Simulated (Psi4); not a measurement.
Psi4 1.11, TPSS/def2-svpd: Si(Me)2 (C[Si]C), 9 atoms. The geometry is a generated start, not checked to be a minimum at this level.

```
Property                                                 Result
-------------------------------  ------------------------------
task                                                   gradient
method                                                     tpss
basis                                                 def2-svpd
memory                                                     7 GB
scf_type                                           df (default)
guess                            auto, which took SAD (default)
diis_max_vecs                                      10 (default)
scf_initial_accelerator                         adiis (default)
e_convergence                                   1e-08 (default)
d_convergence                                   1e-08 (default)
basis functions (reference run)                             112
grid points (reference run)                             1655272
```

```xyz
9

Si     0.0337    -0.0076     1.2619
C      0.5965     1.3511     0.0120
H      0.0659     2.2827     0.2056
H      0.4350     1.0908    -1.0359
H      1.6566     1.5657     0.1390
C     -0.6039    -1.3566     0.0428
H      0.2344    -1.8617    -0.4381
H     -1.2348    -0.9447    -0.7476
H     -1.1834    -2.1197     0.5603
```

Differences are taken against the run with dft_radial_points = 200, dft_spherical_points = 974, dft_pruning_scheme = none (default); no run here is proven converged. Single runs; times are not shown.

Settings tried, all else as in the reference:
- dft_radial_points = 35, dft_spherical_points = 110
- dft_radial_points = 75 (default), dft_spherical_points = 302 (default)
- dft_radial_points = 99, dft_spherical_points = 590
- dft_radial_points = 50, dft_spherical_points = 194
- dft_radial_points = 75 (default), dft_spherical_points = 434
- dft_radial_points = 75 (default), dft_spherical_points = 302 (default), dft_pruning_scheme = treutler
- dft_radial_points = 75 (default), dft_spherical_points = 302 (default), dft_pruning_scheme = robust
- dft_radial_points = 25, dft_spherical_points = 50
- dft_radial_points = 99, dft_spherical_points = 590, dft_pruning_scheme = treutler
- dft_radial_points = 150, dft_spherical_points = 770
- dft_radial_points = 99, dft_spherical_points = 590, dft_pruning_scheme = robust

Question: Which of these stay within 10 meV/atom in energy, 100 meV/Å in forces (largest component) of the reference run?

Answer: Within it: dft_radial_points = 150, dft_spherical_points = 770; dft_radial_points = 99, dft_spherical_points = 590, dft_pruning_scheme = robust; dft_radial_points = 99, dft_spherical_points = 590; dft_radial_points = 75 (default), dft_spherical_points = 302 (default); dft_radial_points = 75 (default), dft_spherical_points = 302 (default), dft_pruning_scheme = robust; dft_radial_points = 75 (default), dft_spherical_points = 434; dft_radial_points = 75 (default), dft_spherical_points = 302 (default), dft_pruning_scheme = treutler; dft_radial_points = 99, dft_spherical_points = 590, dft_pruning_scheme = treutler; dft_radial_points = 50, dft_spherical_points = 194. Outside: dft_radial_points = 35, dft_spherical_points = 110; dft_radial_points = 25, dft_spherical_points = 50.

| setting | grid points | energy against the reference | difference in forces (largest component) |
|---|---|---|---|
| the reference | 1655272 | — | — |
| dft_radial_points = 150, dft_spherical_points = 770 | 987413 | under 0.001 meV/atom | 0.100 meV/Å |
| dft_radial_points = 99, dft_spherical_points = 590, dft_pruning_scheme = robust | 352820 | −0.0013 meV/atom | 0.25 meV/Å |
| dft_radial_points = 99, dft_spherical_points = 590 | 501116 | −0.0013 meV/atom | 0.26 meV/Å |
| dft_radial_points = 75 (default), dft_spherical_points = 302 (default) | 195429 | −0.0071 meV/atom | 1.2 meV/Å |
| dft_radial_points = 75 (default), dft_spherical_points = 302 (default), dft_pruning_scheme = robust | 134811 | −0.0073 meV/atom | 1.3 meV/Å |
| dft_radial_points = 75 (default), dft_spherical_points = 434 | 280706 | +0.0074 meV/atom | 1.4 meV/Å |
| dft_radial_points = 75 (default), dft_spherical_points = 302 (default), dft_pruning_scheme = treutler | 108675 | +0.21 meV/atom | 2.3 meV/Å |
| dft_radial_points = 99, dft_spherical_points = 590, dft_pruning_scheme = treutler | 264476 | +0.24 meV/atom | 3.7 meV/Å |
| dft_radial_points = 50, dft_spherical_points = 194 | 84953 | +0.59 meV/atom | 28 meV/Å |
| dft_radial_points = 35, dft_spherical_points = 110 | 33835 | −8.1 meV/atom | 140 meV/Å |
| dft_radial_points = 25, dft_spherical_points = 50 | 11009 | +61 meV/atom | 190 meV/Å |

Total energies are compared; such shifts often cancel in part in energy differences. The gradients leave out the derivatives of the grid weights. The tolerance is a choice made for this comparison.
